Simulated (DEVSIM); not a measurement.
Structure: abrupt Si n-p junction, at 300 K.

```tsv
layer (left to right)	material	thickness (μm)	Nd (cm⁻³)	Na (cm⁻³)	τn (s)	τp (s)
1	Si	0.180	9.2e17	-	1.1e-7	1.1e-7
2	Si	60.0	-	6.1e15	1.1e-7	1.1e-7
```

Left contact: ohmic. Right contact: ohmic. Voltage is applied to the left contact. Recombination: SRH at mid-gap, radiative, Auger. Mobility is μmin + (μ − μmin)/(1 + (N/Nref)^α).

Constants are typed, rounded textbook-type inputs, not results; the design itself was drawn at random and stands for no fabricated device. Values at 300 K.

| parameter | Si |
|---|---|
| gap (eV) | 1.124 |
| affinity (eV) | 4.05 |
| permittivity | 11.7 |
| Nc (cm⁻³) | 2.86e19 |
| Nv (cm⁻³) | 3.1e19 |
| μn (cm²/Vs) | 1417 |
| μp (cm²/Vs) | 470 |
| μn,min | 52 |
| μp,min | 45 |
| Nref,n | 9.7e16 |
| Nref,p | 2.2e17 |
| αn | 0.68 |
| αp | 0.72 |
| B (cm³/s) | 4.7e-15 |
| Cn (cm⁶/s) | 2.8e-31 |
| Cp (cm⁶/s) | 9.9e-32 |

DEVSIM, 1D drift-diffusion, Boltzmann statistics, complete ionisation; no tunnelling, impact ionisation, image-force lowering or self-heating.

Task: Tabulate band edges, carrier densities and field at -0.9 V on the left contact.

Result: Energies count from the Fermi level of the right contact; mesh points crowd at the junctions.

| x (μm) | Ec (eV) | Ev (eV) | n (cm⁻³) | p (cm⁻³) | field (V/cm) |
|---|---|---|---|---|---|
| 0.000 | 0.989 | -0.135 | 9.2e17 | 130 | ≈ 0 |
| 0.02514 | 0.989 | -0.135 | 9.2e17 | 1.9e13 | ≈ 0 |
| 0.06930 | 0.989 | -0.135 | 9.2e17 | 5.2e13 | ≈ 0 |
| 0.1269 | 0.989 | -0.135 | 9.2e17 | 9.6e13 | ≈ 0 |
| 0.1733 | 0.995 | -0.129 | 7.2e17 | 1.7e14 | 14000 |
| 0.1952 | 1.062 | -0.062 | 5.5e16 | 2.2e15 | 19000 |
| 0.2410 | 1.101 | -0.023 | 1.2e16 | 1.0e16 | 3200 |
| 0.4016 | 1.110 | -0.014 | 8.4e15 | 1.4e16 | ≈ 0 |
| 0.6891 | 1.109 | -0.014 | 8.3e15 | 1.4e16 | -12 |
| 1.313 | 1.109 | -0.015 | 8.1e15 | 1.4e16 | -12 |
| 2.668 | 1.107 | -0.017 | 7.6e15 | 1.4e16 | -13 |
| 7.410 | 1.100 | -0.024 | 6.2e15 | 1.2e16 | -17 |
| 15.90 | 1.083 | -0.041 | 4.5e15 | 1.1e16 | -23 |
| 33.64 | 1.030 | -0.093 | 2.6e15 | 8.7e15 | -36 |
| 50.62 | 0.959 | -0.165 | 1.5e15 | 7.6e15 | -49 |
| 55.79 | 0.931 | -0.193 | 9.3e14 | 7.0e15 | -57 |
| 58.25 | 0.917 | -0.207 | 5.1e14 | 6.6e15 | -64 |
| 59.30 | 0.910 | -0.214 | 2.6e14 | 6.4e15 | -69 |
| 59.88 | 0.906 | -0.218 | 9.7e13 | 6.2e15 | -72 |
| 60.05 | 0.904 | -0.220 | 4.2e13 | 6.1e15 | -74 |
| 60.13 | 0.904 | -0.220 | 1.5e13 | 6.1e15 | -74 |
| 60.18 | 0.903 | -0.221 | 19000 | 6.1e15 | -74 |
